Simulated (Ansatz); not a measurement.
The parent structure is BN in the h-BN type structure (space group P6_3/mmc, No. 194; a = 2.500 Å, c = 6.411 Å; layered, stacked along the Cartesian z axis). Axes: x lies along a and z along c of the hexagonal cell.

Structures relaxed with PBEsol-D3(BJ) (Ansatz, a first-principles code), scalar-relativistic without spin-orbit coupling.

Base:

Simulated powder pattern, Co Kα, λ = 1.79026 Å (kinematic, ideal powder, no thermal factors, no anomalous dispersion; the 8 strongest lines at most, above 2 %, up to 2θ = 90°):

```csv
2θ (°),I/Imax (%),hkl
32.43,100,(002)
48.83,18,(100)
51.74,5.6,(101)
59.85,16,(102)
67.90,6.7,(004)
88.03,4.5,(104)
```

Modification: the cell is stretched by 5.69 % along x with no lateral relaxation; the atoms relax in the strained cell.

After the change:

Simulated powder pattern, Co Kα, λ = 1.79026 Å (kinematic, ideal powder, no thermal factors, no anomalous dispersion; the 8 strongest lines at most, above 2 %, up to 2θ = 90°):

```
2θ (°)  I/Imax (%)    hkl
------  ----------  -----
32.43          100  (002)
46.76           12  (100)
48.83          6.9  (010)
49.75          5.9  (101)
58.05           11  (102)
59.85          6.3  (012)
67.90          6.7  (004)
89.91          5.5  (110)
```

The indices refer to the base's conventional cell; one index is shown for lines that coincide. The space group is now Cmcm (No. 63).

Stability against distortions was not tested.
